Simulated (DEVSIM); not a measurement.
System: abrupt GaP p-n junction, at 300 K.

Layer 1 from the left is GaP, thickness (μm) 0.110, Na (cm⁻³) 1.2e17, τn (s) 2.2e-7, τp (s) 2.2e-7. Layer 2 from the left is GaP, thickness (μm) 1.60, Nd (cm⁻³) 4.2e14, τn (s) 2.2e-7, τp (s) 2.2e-6.

Left contact: ohmic. Right contact: ohmic. Voltage is applied to the left contact. Recombination: SRH at mid-gap, radiative, Auger. Mobility is constant in doping.

The device is made up for the run: typed textbook-type constants, with dimensions and the other settings drawn at random. Values at 300 K.

GaP: gap (eV) 2.26, affinity (eV) 3.8, permittivity 11.1, Nc (cm⁻³) 1.8e19, Nv (cm⁻³) 1.9e19, μn (cm²/Vs) 250, μp (cm²/Vs) 150, B (cm³/s) 1e-13, Cn (cm⁶/s) 1e-30, Cp (cm⁶/s) 1e-30.

DEVSIM, 1D drift-diffusion, Boltzmann statistics, complete ionisation; no tunnelling, impact ionisation, image-force lowering or self-heating.

Question: What does the simulation give for the dark forward voltage at 1 A/cm², the largest field in the device at zero bias?

Answer: dark forward voltage at 1 A/cm² 1.692 V; largest field in the device at zero bias 24000 V/cm.
